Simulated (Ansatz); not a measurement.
## Ti3Al, response to strain

Take Ti3Al (space group P6_3/mmc, No. 194; a = 5.6876 Å, c = 4.6084 Å) as the base. Axes: x lies along a and z along c of the hexagonal cell.

Strains are applied to the cell and any free atomic positions relax; under stress the whole cell relaxes.

Method: Kohn–Sham DFT with the PBEsol functional, run in Ansatz (a quantum-chemistry and plane-wave program) with PAW and 420 eV plane waves, no spin-orbit coupling.

Candidates:
(a) uniaxial strain ε_zz = −1.49 %
(b) isotropic strain +5.76 %
(c) isotropic strain −0.60 %
(d) uniaxial strain ε_zz = −0.42 %
(e) uniaxial stress, 2 GPa tension along z

Notes on the quantities. energy relative to the base: free energy F.

### Question
Order them by energy relative to the base, lowest first.

### Answer
(d) uniaxial strain ε_zz = −0.42 % (+0.2 meV/atom), (e) uniaxial stress, 2 GPa tension along z (+0.9 meV/atom), (c) isotropic strain −0.60 % (+2.0 meV/atom), (a) uniaxial strain ε_zz = −1.49 % (+2.8 meV/atom), (b) isotropic strain +5.76 % (+157 meV/atom)

Stability under load was not tested beyond the relaxation. The final runs are not spin-polarised.
